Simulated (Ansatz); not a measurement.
2 layers of bismuthene, started at antiparallel, shifted by (1/3,2/3) (facing atoms over hollows or bridges; bismuthene a predicted or substrate-bound sheet, here free)

Methods: PBE+D3(BJ) (plane waves to 420 eV, PAW; Ansatz, a first-principles code); PBE+D3(BJ) with spin-orbit coupling (plane waves to 420 eV, PAW; Ansatz); HSE06 (plane waves to 420 eV, PAW; Ansatz). Geometries and values that name no level are of the first. Values not marked SOC have no spin–orbit coupling. Its k-point mesh 9×9×1, Fermi–Dirac width 0.01 eV. HSE06 ran on meshes of its own (6×6×1); its edges and gaps are taken over the mesh and over extra points off it, mostly where PBE has its edges. A dipole correction is on.

* **gap between facing atomic planes**: 2.74 Å
* **step of the vacuum level across the stack (top less bottom)**: -0.10 eV
* **interaction energy of the frozen layers**: -30.3 meV/Å²
* **interaction energy without the D3 term at this geometry**: -4.9 meV/Å²
* **PBE gap over the mesh and listed points off it**: 0.27 eV, direct
* **valence and conduction edges under the vacuum level of the lower face**: 3.99 and 3.71 eV
* **HSE06 gap at the same geometry**: 0.64 eV
* **PBE+SOC gap at the same geometry**: closed or nearly so

```yaml
crystal:
  lattice:
    - [4.27875, 0.00000, 0.00000]
    - [-2.13938, 3.70551, 0.00000]
    - [0.00000, 0.00000, 24.83000]
  atoms:
    - { symbol: Bi, position: [0.33333, 0.66667, 0.37421] }
    - { symbol: Bi, position: [0.66667, 0.33333, 0.44481] }
    - { symbol: Bi, position: [0.00000, 0.00000, 0.55510] }
    - { symbol: Bi, position: [0.66667, 0.33333, 0.62587] }
```
